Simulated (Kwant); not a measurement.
Model system: Aharonov-Bohm ring in a Si two-dimensional gas. Effective mass 0.19 mₑ, grid spacing 6.7 nm, hard walls, nominal width 80 nm (11 grid rows, so walls 80.4 nm apart), one parabolic valley, scattering region 560 nm long along x; energies count from the band bottom; Fermi energy 0.00032 eV. Ring of mean radius 160 nm, arms as wide as the leads. Perpendicular field swept from 0 to 0.21 T, none in the leads; orbital effect alone.

Constants are typed, rounded textbook-type inputs, not results; the design itself was drawn at random and stands for no fabricated device.

Model: effective-mass tight-binding model on a square grid, one spin, coherent transport at 0 K (Kwant). Conductance is in e²/h.

Density of the scattering states that come in from the left lead, at field = 0.05191 T, in bins, relative to the largest site value (x marks bins outside the device):

```
|xxxxxxxxxxxxxxx00000000000000xxxxxxxxxxxxxxx|
|xxxxxxxxxxxx00123321000012332100xxxxxxxxxxxx|
|xxxxxxxxxxx0145665420000245765410xxxxxxxxxxx|
|xxxxxxxxx00258997531000013579985200xxxxxxxxx|
|xxxxxxxx0026898631000000001368985200xxxxxxxx|
|xxxxxxxx013675310xxxxxxxxxx013576310xxxxxxxx|
|xxxxxxx001343100xxxxxxxxxxxx001332100xxxxxxx|
|xxxxxx00001100xxxxxxxxxxxxxxxx00110000xxxxxx|
|xxxxxx0000000xxxxxxxxxxxxxxxxxx0000000xxxxxx|
|1110001100000xxxxxxxxxxxxxxxxxx0000011000000|
|3333332211000xxxxxxxxxxxxxxxxxx0001122222222|
|3333322211000xxxxxxxxxxxxxxxxxx0001122222222|
|1111111100000xxxxxxxxxxxxxxxxxx0000011000000|
|xxxxxx0000000xxxxxxxxxxxxxxxxxx0000000xxxxxx|
|xxxxxx00001100xxxxxxxxxxxxxxxx00110000xxxxxx|
|xxxxxxx001343100xxxxxxxxxxxx001343100xxxxxxx|
|xxxxxxxx014675310xxxxxxxxxx013576310xxxxxxxx|
|xxxxxxxx0026998631000000001368986200xxxxxxxx|
|xxxxxxxxx00268998531000013589986200xxxxxxxxx|
|xxxxxxxxxxx0145776420000246775410xxxxxxxxxxx|
|xxxxxxxxxxxx00123321000012332100xxxxxxxxxxxx|
|xxxxxxxxxxxxxxx00000000000000xxxxxxxxxxxxxxx|
```
Scale: ten equal steps from 0.000 (start of '0') to 0.932 (end of '9'), in the order '0123456789'; x runs from -268 to 268, y from -185 (bottom) to 185 (top).

The conductance there is 0.99 e²/h with 1 open channel(s) in the leads.
